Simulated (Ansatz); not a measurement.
The starting structures come from a database of crystals and need not be the phases stable at ambient conditions.

 Where the default PAW files enter, the runs use the earlier of Ansatz's two default sets.

Consider the following.

```
In2O3
1.0
    5.51621     0.00000     0.00000
    2.75811     5.11773     0.00000
    2.75811     1.48643     4.54004
In O
4 6
Cartesian
  5.51621   1.32080   2.91870
  5.51621   5.28336   1.62134
  8.27432   3.46771   3.89136
  2.75811   3.13645   0.64868
  4.69845   3.90741   0.21109
  6.33397   2.69675   4.32895
  7.45655   4.51240   2.05893
  3.57587   2.09176   2.48111
  4.39363   4.95312   3.40503
  6.63879   1.65104   1.13501
```

Space group of this cell: R-3c, corundum. The cell is taken as given; by r2SCAN its mean pressure is -0.8 GPa.

The current runs along the normal of the first two printed vectors, the (101) plane. All runs by Ansatz (an electronic-structure program), plane waves and PAW, without spin-orbit coupling; the base is r2SCAN.

```
run                                                      mean pressure (GPa)  gap (eV)  mid-gap κ (1/Å)
-------------------------------------------------------  -------------------  --------  ---------------
base                                                                    -0.8      1.77            0.168
all lengths scaled by 0.98                                              11.5      2.19            0.198
all lengths scaled by 1.02                                             -10.0         ?                ?
lda in place of r2scan                                                  -5.9         ?                ?
lengths across the current scaled by 0.98, ions clamped                  6.9         ?                ?
lengths across the current scaled by 1.02, ions clamped                 -7.1      1.48            0.146
lengths along the current scaled by 0.97, ions clamped                   5.3      1.93            0.179
lengths along the current scaled by 1.03, ions clamped                  -5.8      1.53            0.156
pbesol in place of r2scan                                               -0.8      1.09            0.123
```

### Question
Fill in the missing entries.

### Answer

- all lengths scaled by 1.02, gap (eV): 1.35
- all lengths scaled by 1.02, mid-gap κ (1/Å): 0.138
- lda in place of r2scan, gap (eV): 1.07
- lda in place of r2scan, mid-gap κ (1/Å): 0.122
- lengths across the current scaled by 0.98, ions clamped, gap (eV): 2.04
- lengths across the current scaled by 0.98, ions clamped, mid-gap κ (1/Å): 0.190
